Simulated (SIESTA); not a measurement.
Worked example: self-consistent single point of NbP2 (P1, 6 atoms in the cell) in SIESTA.

Computed with LDA PW92, numerical atomic orbitals DZP, PseudoDojo LDA standard norm-conserving potentials (rewritten from UPF to PSML) (SIESTA).

The change in words: lattice scaled by 0.98. Reference geometry:
```xyz
6
Lattice="4.4440 -1.6519 0.0000 4.4440 1.6519 0.0000 -3.6822 0.0000 6.6229" Properties=species:S:1:pos:R:3 pbc="T T T"
Nb     4.5075    -0.0186     5.2784
Nb     0.7235    -0.0123     1.3051
P      1.9930    -0.0156     5.9757
P      3.2234     0.0035     0.6748
P     -0.7698     0.0313     3.4988
P      5.9397     0.0116     3.1359
```

Reference input (self-consistent single point, DFT, LDA PW92, numerical atomic orbitals DZP, PseudoDojo LDA standard norm-conserving potentials (rewritten from UPF to PSML)): XC.functional = LDA; XC.authors = PW92; potentials = PseudoDojo LDA standard; PAO.BasisSize = DZP; PAO.EnergyShift = 0.01 Ry; MeshCutoff = 400 Ry; kgrid.MonkhorstPack = 6 6 3; OccupationFunction = FD; ElectronicTemperature = 100 meV; MaxSCFIterations = 150; SCF.Mixer.Method = Pulay; SCF.Mixer.Weight = 0.1. This run's input differs from it in these lines:

```diff
@@ -12,5 +12,5 @@
 %block LatticeVectors
-     4.444000000   -1.651865000    0.000000000
-     4.444000000    1.651865000    0.000000000
-    -3.682246000    0.000000000    6.622896000
+     4.355120000   -1.618828000    0.000000000
+     4.355120000    1.618828000    0.000000000
+    -3.608601000    0.000000000    6.490438000
 %endblock LatticeVectors
@@ -18,8 +18,8 @@
 %block AtomicCoordinatesAndAtomicSpecies
-     4.507484688   -0.018590089    5.278381883  1
-     0.723501390   -0.012321261    1.305134377  1
-     1.993032941   -0.015565524    5.975699980  2
-     3.223362605    0.003483783    0.674767136  2
-    -0.769808379    0.031344138    3.498796482  2
-     5.939688754    0.011648952    3.135908142  2
+     4.417335058   -0.018218290    5.172814182  1
+     0.709031378   -0.012074838    1.279031674  1
+     1.953172355   -0.015254216    5.856185908  2
+     3.158895361    0.003414108    0.661271785  2
+    -0.754412169    0.030717261    3.428820510  2
+     5.820895017    0.011415975    3.073189941  2
 %endblock AtomicCoordinatesAndAtomicSpecies
```

The program printed (abridged):

```
        iscf     Eharris(eV)        E_KS(eV)     FreeEng(eV)     dDmax    Ef(eV) dHmax(eV)
   scf:    1    -4101.560535    -4140.766075    -4140.780376  0.757248 -3.624589 12.746666
   scf:    2    -4153.375632    -4147.703152    -4147.717508  0.132936 -3.746606  8.272545
   scf:    3    -4153.509892    -4152.233625    -4152.252762  0.213132 -4.165546  1.064727
   scf:    4    -4152.313747    -4152.335699    -4152.354934  0.029253 -4.167490  1.474842
   scf:    5    -4150.715997    -4151.911070    -4151.936466  0.110023 -4.440299  2.209456
   [... 9 lines left out ...]
   scf:   15    -4152.462706    -4152.462706    -4152.483764  0.000019 -4.344049  0.000188
   scf:   16    -4152.462705    -4152.462706    -4152.483764  0.000018 -4.344061  0.000171
   scf:   17    -4152.462704    -4152.462705    -4152.483764  0.000016 -4.344097  0.000044
   scf:   18    -4152.462704    -4152.462705    -4152.483764  0.000003 -4.344102  0.000025
SCF Convergence by DM+H criterion
max |DM_out - DM_in|         :     0.0000030718
max |H_out - H_in|      (eV) :     0.0000251405
SCF cycle converged after 18 iterations

Using DM_out to compute the final energy and forces

siesta: E_KS(eV) =            -4152.4627

siesta: E_KS - E_eggbox =     -4152.4627

siesta: Atomic forces (eV/Ang):
     1    0.283661    0.375375    0.368941
     2   -0.899394    0.181827    0.726478
     3    0.200772    0.005634   -0.650437
     4    0.174585   -0.137815    0.073882
     5    0.348204   -0.301325   -0.410828
     6   -0.106117   -0.124763   -0.105668
   Tot    0.001711   -0.001068    0.002368
   Max    0.899394
   Res    0.384735    sqrt( Sum f_i^2 / 3N )
   Max    0.899394    constrained

   [... lines left out ...]
siesta: FreeEng =     -4152.483764
   [... lines left out ...]
siesta:    -0.031013   -0.002331   -0.003907
siesta:    -0.002331   -0.001547   -0.000648
siesta:    -0.003907   -0.000648   -0.015872

siesta: Cell volume =         91.517645 Ang**3

siesta: Pressure (static):
siesta:                Solid            Molecule  Units
siesta:           0.00017583          0.00025555  Ry/Bohr**3
siesta:           0.01614405          0.02346396  eV/Ang**3
siesta:          25.86561817         37.59341566  kBar
```

The run converged in 18 iterations. Against the reference run the free energy drops by 17.1 meV/atom, the pressure goes from -7.77 to 2.59 GPa and the largest force goes from 1.013 to 1.170 eV/Å.

The starting cell comes from a database of computed structures (which also holds hypothetical and non-ambient phases and stackings), without a prior relaxation at this level. Its atoms were displaced at random from the sites of space group no. 12. For this run, on top of that: lattice scaled by 0.98. Spin polarisation is off. Values carry the incompleteness of an atom-centred basis. Forces in this geometry exceed 1 eV/Å.

Cost on one core of a shared machine: roughly 2 min.
